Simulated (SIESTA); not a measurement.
Input and output of a self-consistent single point for Tc3Pd (P-6m2, 4 atoms in the cell) (SIESTA).

Level of theory: LDA PW92, numerical atomic orbitals DZP, PseudoDojo LDA standard norm-conserving potentials (rewritten from UPF to PSML) (SIESTA).

```
CELL_PARAMETERS angstrom
      2.68894     0.00000     0.00000
     -1.34447     2.32869     0.00000
      0.00000     0.00000     8.75923
ATOMIC_POSITIONS crystal
  Tc 0.00000 0.00000 0.00000
  Tc 0.33333 0.66667 0.75574
  Tc 0.33333 0.66667 0.24426
  Pd 0.00000 0.00000 0.50000
```

Reference input (self-consistent single point, DFT, GGA PBEsol, numerical atomic orbitals DZP, PseudoDojo PBEsol standard norm-conserving potentials (rewritten from UPF to PSML)): XC.functional = GGA; XC.authors = PBEsol; potentials = PseudoDojo PBEsol standard; PAO.BasisSize = DZP; PAO.EnergyShift = 0.005 Ry; MeshCutoff = 350 Ry; kgrid.MonkhorstPack = 14 14 4; OccupationFunction = MP; OccupationMPOrder = 0; ElectronicTemperature = 0.136 eV; MaxSCFIterations = 150; SCF.Mixer.Method = Pulay. This run's input differs from it in these lines:

```diff
@@ -1,2 +1,2 @@
-# files in the folder: Tc.psml Pd.psml (PseudoDojo PBEsol standard)
+# files in the folder: Tc.psml Pd.psml (PseudoDojo LDA standard)
 SystemName  Tc3Pd
@@ -24,4 +24,4 @@
 
-XC.functional                GGA
-XC.authors                   PBEsol
+XC.functional                LDA
+XC.authors                   PW92
 PAO.BasisSize                DZP
```

Output, abridged:

```
        iscf     Eharris(eV)        E_KS(eV)     FreeEng(eV)     dDmax    Ef(eV) dHmax(eV)
   scf:    1   -10542.765902   -10600.095840   -10600.128355  1.011901 -6.258794  6.031809
   scf:    2   -10546.307418   -10586.316545   -10586.349719  0.650973 -6.548078 26.481067
   scf:    3   -10602.160824   -10602.442898   -10602.480588  0.364282 -6.591697  2.452954
   scf:    4   -10602.712776   -10602.685893   -10602.724630  0.082577 -6.727238  1.766029
   scf:    5   -10602.937005   -10602.897388   -10602.938002  0.123382 -6.966104  0.308759
   [... 5 lines left out ...]
   scf:   11   -10602.902207   -10602.902201   -10602.942807  0.000196 -6.962225  0.004263
   scf:   12   -10602.902205   -10602.902204   -10602.942808  0.000079 -6.962239  0.000175
   scf:   13   -10602.902202   -10602.902203   -10602.942808  0.000021 -6.962290  0.000055
   scf:   14   -10602.902203   -10602.902203   -10602.942808  0.000005 -6.962294  0.000047
SCF Convergence by DM+H criterion
max |DM_out - DM_in|         :     0.0000046300
max |H_out - H_in|      (eV) :     0.0000472526
SCF cycle converged after 14 iterations

Using DM_out to compute the final energy and forces

siesta: E_KS(eV) =           -10602.9022

siesta: E_KS - E_eggbox =    -10602.9022

siesta: Atomic forces (eV/Ang):
     1   -0.000006    0.000003    0.000000
     2    0.000005   -0.000002   -0.215276
     3    0.000005   -0.000002    0.215276
     4   -0.000006    0.000003    0.000000
   Tot   -0.000002    0.000001   -0.000000
   Max    0.215276
   Res    0.087886    sqrt( Sum f_i^2 / 3N )
   Max    0.215276    constrained

Stress tensor Voigt[x,y,z,yz,xz,xy] (kbar):      -65.34      -65.34      -58.55        0.00       -0.00        0.00
(Free)E + p*V (eV/cell)   -10600.7834
   [... lines left out ...]
siesta: FreeEng =    -10602.942808
   [... lines left out ...]
siesta:    -0.040785    0.000000    0.000000
siesta:     0.000000   -0.040785    0.000000
siesta:    -0.000000    0.000000   -0.036544

siesta: Cell volume =         54.847750 Ang**3

siesta: Pressure (static):
siesta:                Solid            Molecule  Units
siesta:           0.00042881          0.00049265  Ry/Bohr**3
siesta:           0.03937118          0.04523276  eV/Ang**3
siesta:          63.07957951         72.47086881  kBar
```

The run converged in 14 iterations. Against the reference run the pressure goes from 12.13 to 6.31 GPa and the largest force goes from 0.239 to 0.215 eV/Å.

The starting cell comes from a database of computed structures (which also holds hypothetical and non-ambient phases and stackings), without a prior relaxation at this level. Its lattice was rescaled by a random factor within 2.5 % of one. Spin polarisation is off. Values carry the incompleteness of an atom-centred basis. With a pressure of about 6 GPa the cell is away from its equilibrium volume at this level.

Cost on one core of a shared machine: roughly 2 min.
